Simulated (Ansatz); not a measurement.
Levels about the gap of amorphous IGZO (In$_{6}$Ga$_{12}$Zn$_{6}$O$_{33}$) (57 atoms in a cell of 725 Å³, 5.60 g/cm³; zone centre alone, so wide bands show as single levels with stretches between that a denser mesh fills), at the geometry that PBE relaxed, where it gives 0.2 GPa on a denser mesh. The participation number counts the atoms over which a state spreads; weights are charges in smoothed Voronoi cells. The levels come from a single point, so bond lengths are those of that geometry. Method of the levels: r2SCAN, scalar-relativistic without spin-orbit coupling (Ansatz, a first-principles code). Sampling: the zone centre alone; Fermi-Dirac width 0.02 eV; no spin polarisation. At PBE the levels at the filled edge of the gap are localised (band-tail or defect states), and the nearest spread-out levels lie 1.3 eV apart at the zone centre.

The cell was made by melting and quenching with the CHGNet potential and then relaxed with DFT. O atoms were pushed apart under 1.9 Å during the dynamics, to hinder bonds among them. The hot cell started wider than the set density and was brought back towards it in steps. It is the lowest in DFT energy of 2 quenches. It is a model cell: composition and starting density were chosen by hand, and all elements were melted together. No dispersion term was used. Its density started from a set value of 5.78 and ended at 5.60 g/cm³. Cooling (nominally 84 K/ps over its main leg) ran many orders faster than in experiment, which tends to leave more defects and strain. A cell of this size samples the disorder only roughly. The volume was free in the relaxation, at fixed shape. Stress components on the final sampling reach 1.8 GPa.

| E - E(highest filled), eV | filling | participation number | largest on | weight O | weight In | weight Ga | weight Zn |
|---|---|---|---|---|---|---|---|
| -0.50 | filled | 14.2 | O, 3 neighbours | 0.88 | 0.02 | 0.02 | 0.08 |
| -0.46 | filled | 14.2 | O, 3 neighbours | 0.88 | 0.03 | 0.02 | 0.07 |
| -0.40 | filled | 14.7 | O, 3 neighbours | 0.86 | 0.02 | 0.02 | 0.10 |
| -0.39 | filled | 9.5 | O, 3 neighbours | 0.87 | 0.01 | 0.03 | 0.09 |
| -0.23 | filled | 7.7 | O, 3 neighbours | 0.90 | 0.01 | 0.02 | 0.06 |
| -0.15 | filled | 12.3 | O, 3 neighbours | 0.82 | 0.01 | 0.02 | 0.15 |
| 0.00 | filled | 5.8 | O, 3 neighbours | 0.86 | 0.02 | 0.01 | 0.11 |
| 1.39 | empty | 51.5 | In, 5 neighbours | 0.49 | 0.18 | 0.20 | 0.12 |
| 4.17 | empty | 24.5 | In, 5 neighbours | 0.54 | 0.29 | 0.11 | 0.07 |
| 4.37 | empty | 23.2 | In, 5 neighbours | 0.56 | 0.28 | 0.11 | 0.05 |
| 4.51 | empty | 34.8 | In, 5 neighbours | 0.54 | 0.24 | 0.15 | 0.07 |
| 4.67 | empty | 27.8 | In, 6 neighbours | 0.56 | 0.21 | 0.13 | 0.10 |
| 4.74 | empty | 29.6 | In, 6 neighbours | 0.56 | 0.20 | 0.16 | 0.07 |
| 5.05 | empty | 35.3 | In, 6 neighbours | 0.57 | 0.15 | 0.18 | 0.10 |

Most localised among these is the filled level at +0.00 eV, on a O atom, which has 3 neighbours (Zn 1.92 Å, In 2.09 Å, In 2.15 Å).
